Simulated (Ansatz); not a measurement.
Defect: interstitial Ca in anatase TiO2, charge state +2. Calculation: PBE, PAW (plane waves to 420 eV; Ansatz, an electronic-structure program).

Settings: 108 host sites, the relaxed PBE lattice, the Γ point alone, smearing 0.01 eV, spin-restricted, no image-charge correction. Static, classical nuclei. The charge state is imposed; whether it is stable for some Fermi level was not computed. Sites that were not tried may lie lower.

Barriers: single points on a 2×2×2 k-point mesh shifted by half a step at the bands' geometries.

A. one Ca atom jumps by itself; the atom moves 1.52 Å along (0.00, 0.00, 0.16) of the unit cell; the moving atom starts with neighbours 2 O at 2.16, 2 O at 2.20, O at 2.21; 2 Ti at 2.79 Å and ends with 2 O at 2.16, 2 O at 2.20, O at 2.21; 2 Ti at 2.79 Å; saddle order not checked, on a symmetry element.
B. one Ca atom jumps by itself; the atom moves 2.11 Å along (-0.50, 0.00, -0.09) of the unit cell; the moving atom starts with neighbours 2 O at 2.16, 2 O at 2.20, O at 2.21; 2 Ti at 2.79 Å and ends with 2 O at 2.16, 2 O at 2.20, O at 2.21; 2 Ti at 2.79 Å; saddle order not checked, on a symmetry element.

A band can be held on a symmetry element, so unchecked saddle points there may be too high.

Rank these by forward barrier (lowest first), as PBE, PAW gives it.

A (0.27 eV), B (0.72 eV)
